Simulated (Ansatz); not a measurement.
Gap of rocksalt LiF (Fm-3m) by level, hydrostatic pressure

```cif
data_FLi
_chemical_formula_sum 'Li1 F1'
_space_group_name_H-M_alt 'P 1'
_space_group_IT_number 1
_cell_length_a 2.83401
_cell_length_b 2.83401
_cell_length_c 2.83401
_cell_angle_alpha 60.000
_cell_angle_beta 60.000
_cell_angle_gamma 60.000
loop_
_space_group_symop_operation_xyz
  'x, y, z'
loop_
_atom_site_label
_atom_site_type_symbol
_atom_site_fract_x
_atom_site_fract_y
_atom_site_fract_z
_atom_site_occupancy
Li1 Li 0.00000 0.00000 0.00000 1
F1 F 0.50000 0.50000 0.50000 1
```

Geometry: cell and atoms relaxed with PBEsol, then loaded (compression positive). Ansatz (a program for electronic structure) gave the bands at 2 levels on these cells.

```json
[
 {"Level": "PBE", "gap at -3.60 GPa (eV)": "8.734", "gap unloaded (eV)": "9.223", "gap at 7.20 GPa (eV)": "10.023"},
 {"Level": "r2SCAN", "gap at -3.60 GPa (eV)": "9.691", "gap unloaded (eV)": "10.202", "gap at 7.20 GPa (eV)": "11.041"}
]
```

### Question
Compare the spread of the gaps with that of the shifts.

### Answer
Changes against zero load: PBE -0.489 and 0.800 eV; r2SCAN -0.511 and 0.839 eV. The unloaded gaps spread over 0.979 eV and the shifts over 0.039 eV, so the levels agree better on the shift. Adding the shifts of PBE to the unloaded gap of r2SCAN gives 9.713 and 11.002 eV, against 9.691 and 11.041 eV computed.

 Gaps are resolved to about 0.01 eV; the mean electron masses of the levels agree within half at each load. Every relaxation keeps the rocksalt phase, so a transition, a distortion that breaks the symmetry or fracture can't show.
